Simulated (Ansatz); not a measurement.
The parent structure is RbTlF$_{3}$ (space group Fm-3m, No. 225; a cell from a computed database, its experimental status unchecked).

```
CELL_PARAMETERS angstrom
      0.00000     4.72557     4.72557
      4.72557     0.00000     4.72557
      4.72557     4.72557     0.00000
ATOMIC_POSITIONS crystal
  Rb 0.75000 0.75000 0.75000
  Rb 0.25000 0.25000 0.25000
  Tl 0.50000 0.50000 0.50000
  Tl 0.00000 0.00000 0.00000
  F  0.76983 0.23017 0.23017
  F  0.23017 0.76983 0.76983
  F  0.23017 0.76983 0.23017
  F  0.76983 0.23017 0.76983
  F  0.23017 0.23017 0.76983
  F  0.76983 0.76983 0.23017
```

Cartesian axes are those of the cell as printed.

Calculations: Ansatz (a quantum-chemistry and plane-wave program), PBEsol, PAW, cutoff 420 eV, scalar-relativistic without spin-orbit coupling.

Strains are applied to the cell and any free atomic positions relax; under biaxial strain the out-of-plane vector relaxes too; under stress the whole cell relaxes.

One change was made to it. Results:

```json
[
 {"quantity": "band gap", "base": "1.77 eV", "after": "1.94 eV"},
 {"quantity": "energy relative to the base (free energy F)", "base": "0 meV/atom", "after": "+9.5 meV/atom"}
]
```

Problem. What was done to the base?
A) biaxial strain +1.07 %, plane normal [001], relaxed out of plane
B) uniaxial stress, 2 GPa compression along z
C) uniaxial strain ε_zz = +4.98 %
D) uniaxial stress, 3 GPa compression along z

Solution. C, uniaxial strain ε_zz = +4.98 %. For comparison, the band gap in the other runs: uniaxial stress, 2 GPa compression along z gives 1.60 eV; uniaxial stress, 3 GPa compression along z gives 1.53 eV; biaxial strain +1.07 %, plane normal [001], relaxed out of plane gives 1.81 eV.

With Tl present, leaving out spin-orbit coupling can change the band edges. Beyond what the load breaks, stability against distortions was not tested.
